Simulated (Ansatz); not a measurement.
A self-consistent single point of Cu₃Pd (P4mm, 4 atoms in the cell) with Ansatz (an electronic-structure program).

Method of the run: LDA (PW92), harder PAW files (source: ansatz) made with PBE (plane waves; Ansatz).

The change in words: lattice scaled by 0.98; basis.ecutwfc: 420 eV → 595 eV; hamiltonian.pseudopotentials: {kind: paw} (the program's default PAW files) → {kind: paw, source: ansatz}. Reference geometry:
```yaml
crystal:
  lattice:
    - [3.68295, 0.00000, 0.00000]
    - [0.00000, 3.68295, 0.00000]
    - [0.00000, 0.00000, 3.68295]
  atoms:
    - { symbol: Cu, position: [0.01358, 0.50000, 0.50000] }
    - { symbol: Cu, position: [0.50000, 0.00000, 0.50000] }
    - { symbol: Cu, position: [0.50000, 0.50000, 0.00000] }
    - { symbol: Pd, position: [0.00000, 0.00000, 0.00000] }
```

Reference input (self-consistent single point, DFT, LDA (PW92), plane waves, default PAW files made with PBE): basis.ecutwfc = 420 eV; kpoints.mp_grid.grid = 9 9 9; hamiltonian.xc = lda; hamiltonian.pseudopotentials = {kind: paw} (the program's default PAW files); scf.occupations.method = fermi_dirac; scf.occupations.width = 0.1 eV. This run's input differs from it in these lines:

Ansatz 0.2 input:
```diff
@@ -2,5 +2,5 @@
   lattice:
-    - [3.682946, 0.000000, 0.000000]
-    - [0.000000, 3.682946, 0.000000]
-    - [0.000000, 0.000000, 3.682946]
+    - [3.609287, 0.000000, 0.000000]
+    - [0.000000, 3.609287, 0.000000]
+    - [0.000000, 0.000000, 3.609287]
   atoms:
@@ -11,3 +11,3 @@
 basis:
-  ecutwfc: 420.0
+  ecutwfc: 595.0
 kpoints:
@@ -16,3 +16,3 @@
   xc: lda
-  pseudopotentials: { kind: paw }
+  pseudopotentials: { kind: paw, source: ansatz }
 scf:
```

Output (repeated stretches shortened):

```
SCF iter   1: F=—  HF=-26520.293210 eV  |F-HF|=—  |Δ(HF+E_count)|=         —  Δρ=2.60e-1  dr2=4.26e1  ethr=3.10e-3  ⟨swp⟩=6.0  Hψ=11202  notcnv=0  defer=20
all-band conjugate gradients solve this SCF's bands
preconditioner: auto → Kerker (q_TF=auto, 2.949 Å⁻¹)
SCF iter   2: F=—  HF=-26514.879454 eV  |F-HF|=—  |Δ(HF+E_count)|=    5.41e0  Δρ=1.23e-1  dr2=1.09e1  ethr=3.10e-3  ⟨swp⟩=3.0  Hψ=6711  notcnv=0  defer=91
   [... lines left out ...]
SCF iter   7: F=—  HF=-26513.264379 eV  |F-HF|=—  |Δ(HF+E_count)|=   2.97e-4  Δρ=4.01e-4  dr2=9.35e-5  ethr=1.21e-6  ⟨swp⟩=2.0  Hψ=4960  notcnv=0  defer=112
SCF iter   8: F=—  HF=-26513.264357 eV  |F-HF|=—  |Δ(HF+E_count)|=   2.18e-5  Δρ=9.44e-5  dr2=2.91e-6  ethr=1.25e-7  ⟨swp⟩=2.0  Hψ=4029  notcnv=0  defer=112
SCF iter   9: F=—  HF=-26513.264356 eV  |F-HF|=—  |Δ(HF+E_count)|=   6.56e-7  Δρ=2.41e-5  dr2=1.76e-7  ethr=3.88e-9  ⟨swp⟩=2.0  Hψ=4897  notcnv=0  defer=112
SCF iter  10: F=-26513.264356 eV  HF=-26513.264356 eV  |F-HF|=6.39e-8  |Δ(HF+E_count)|=   3.06e-8  Δρ=1.35e-5  dr2=4.57e-8  ethr=1.33e-10  ⟨swp⟩=10.0  Hψ=15842  notcnv=0
SCF 1 converged in 10 iterations: F = -26513.264356 eV  dr2 = 4.57e-8
Free energy (F): -26513.264356 eV
Internal energy: -26513.215667 eV  (E = F + TS)
E sigma→0 (E₀):  -26513.240011 eV
Entropy (-TS):   -0.048690 eV (-12.172 meV/atom)
Fermi energy:    18.708994 eV
--- Forces (eV/Å), atoms counted from 1 ---
  atom   1  Cu    -0.26309285     0.00000000     0.00000000
  atom   2  Cu     0.14030985     0.00000000     0.00000000
  atom   3  Cu     0.14030985     0.00000000     0.00000000
  atom   4  Pd    -0.01753084    -0.00000000     0.00000000
--- Stress (GPa, compression-positive) ---
        0.678606      -0.000000       0.000000
        0.000000       0.656134       0.000000
        0.000000       0.000000       0.656134
  P = ⅓ Tr σ = 0.6636 GPa (6.636 kbar)
  The stress holds the Pulay correction. Without it, at fixed plane waves, as pw.x and ABINIT print it: P = -1.0562 GPa
```

The run converged in 10 iterations. Against the reference run the pressure goes from -9.75 to 0.66 GPa and the largest force goes from 0.201 to 0.263 eV/Å.

The starting cell comes from a database of computed structures (which also holds hypothetical and non-ambient phases and stackings), without a prior relaxation at this level. Its lattice was rescaled by up to half a per cent. One atom was moved a little off its site on purpose. For this run, on top of that: lattice scaled by 0.98. Spin polarisation is off. Ansatz's pressure includes its estimate of the finite-basis (Pulay) stress. Without the estimate this run gives -1.06 GPa. The cutoff lies below the one recommended for these files.

Cost on one core of a shared machine: roughly 30 s.
